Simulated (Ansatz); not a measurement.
3 layers of antimonene, started at parallel, shifted by (1/3,2/3) (facing Sb atop Sb, which symmetry holds and which is mostly a maximum against sliding; antimonene a predicted or substrate-bound sheet, here free)

Values marked by level come from PBE+D3(BJ) (plane waves to 420 eV, PAW; Ansatz, a program for electronic structure); PBE+D3(BJ) with spin-orbit coupling (plane waves to 420 eV, PAW; Ansatz). Geometries and values that name no level are of the first. Values not marked SOC have no spin–orbit coupling. Its k-point mesh 9×9×1, Fermi–Dirac width 0.01 eV. A dipole correction is on.

| Quantity | Value |
|---|---|
| gap between facing atomic planes | 3.94, 3.94 Å |
| step of the vacuum level across the stack (top less bottom) | 0.00 eV |
| PBE gap over the mesh and listed points off it | 0.61 eV, indirect (lowest direct gap 1.13 eV) |
| valence and conduction edges under the vacuum level of the lower face | 4.55 and 3.93 eV |
| PBE+SOC gap at the same geometry | 0.47 eV |

```yaml
crystal:
  lattice:
    - [4.06908, 0.00000, 0.00000]
    - [-2.03454, 3.52392, 0.00000]
    - [0.00000, 0.00000, 29.62000]
  atoms:
    - { symbol: Sb, position: [0.33333, 0.66667, 0.28339] }
    - { symbol: Sb, position: [0.66667, 0.33333, 0.33914] }
    - { symbol: Sb, position: [0.66667, 0.33333, 0.47209] }
    - { symbol: Sb, position: [0.00000, 0.00000, 0.52791] }
    - { symbol: Sb, position: [0.00000, 0.00000, 0.66086] }
    - { symbol: Sb, position: [0.33333, 0.66667, 0.71661] }
```
